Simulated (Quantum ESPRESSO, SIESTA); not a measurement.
A SIESTA input for a self-consistent single point of ZnInGaO4 (R3m, 7 atoms in the cell) (DFT, GGA PBE, numerical atomic orbitals DZP, PseudoDojo PBE standard norm-conserving potentials (rewritten from UPF to PSML)):

```
# files in the folder: In.psml Ga.psml Zn.psml O.psml (PseudoDojo PBE standard)
SystemName  ZnInGaO4
SystemLabel ZnInGaO4

NumberOfAtoms                7
NumberOfSpecies              4
%block ChemicalSpeciesLabel
  1 49 In
  2 31 Ga
  3 30 Zn
  4 8 O
%endblock ChemicalSpeciesLabel
LatticeConstant              1.0 Bohr
%block LatticeVectors
     3.171230668    1.830912178   16.727164015
    -3.171230668    1.830912178   16.727164015
     0.000000000   -3.661822467   16.727164015
%endblock LatticeVectors
AtomicCoordinatesFormat      Ang
%block AtomicCoordinatesAndAtomicSpecies
     0.000000000    0.000000000    0.000000000  1
     0.000000000    0.000000783   20.789832776  2
     0.000000000    0.000000217    5.765069224  3
    -0.000000000    0.000000872   23.150563564  4
    -0.000000000    0.000000128    3.404338436  4
    -0.000000000    0.000000707   18.779626694  4
    -0.000000000    0.000000293    7.775275306  4
%endblock AtomicCoordinatesAndAtomicSpecies

XC.functional                GGA
XC.authors                   PBE
PAO.BasisSize                DZP
PAO.EnergyShift              0.005 Ry
MeshCutoff                   300 Ry
%block kgrid.MonkhorstPack
    7   0   0  0.0
    0   7   0  0.0
    0   0   7  0.0
%endblock kgrid.MonkhorstPack
OccupationFunction           FD
ElectronicTemperature        100.0 meV

MaxSCFIterations             150
SCF.Mixer.Method             Pulay
SCF.Mixer.Weight             0.25
SCF.Mixer.History            8
SCF.DM.Tolerance             1.0E-04
Diag.ParallelOverK           true
WriteForces                  true
```

**Question.** Write the same calculation as an input for Quantum ESPRESSO.

**Answer.** One input that does it (others would too):

```fortran
&control
 calculation = 'scf'
 prefix = 'ZnInGaO4'
 outdir = './work'
 pseudo_dir = './'
 tprnfor = .true.
 tstress = .true.
/
&system
 ibrav = 0
 nat = 7
 ntyp = 4
 ecutwfc = 50
 ecutrho = 250
 occupations = 'smearing'
 smearing = 'fermi-dirac'
 degauss = 0.0073499
/
&electrons
 conv_thr = 1.0d-9
/
ATOMIC_SPECIES
In   114.8180  in_pbe_v1.4.uspp.F.UPF
Ga    69.7230  ga_pbe_v1.4.uspp.F.UPF
Zn    65.3800  zn_pbe_v1.uspp.F.UPF
O     15.9990  o_pbe_v1.2.uspp.F.UPF
CELL_PARAMETERS bohr
   3.1712312471     1.8309112142    16.7271640154
  -3.1712312471     1.8309112142    16.7271640154
   0.0000000000    -3.6618224283    16.7271640154
ATOMIC_POSITIONS angstrom
In    0.0000000000    0.0000000000    0.0000000000
Ga    0.0000000000    0.0000000000   20.7898327758
Zn    0.0000000000    0.0000000000    5.7650692242
O     0.0000000000    0.0000000000   23.1505635636
O     0.0000000000    0.0000000000    3.4043384364
O     0.0000000000    0.0000000000   18.7796266944
O     0.0000000000    0.0000000000    7.7752753056
K_POINTS automatic
7 7 7  0 0 0
```

Basis, cutoffs, solver keys and any potentials are the target program's own. This input uses DFT, PBE, plane waves, GBRV 1.5 ultrasoft (PBE) pseudopotentials.

The starting cell was generated: these elements placed on a structure prototype, without a prior relaxation; it need not be a known phase or ordering of this composition. Its lattice was rescaled by a random factor within 2.5 % of one.
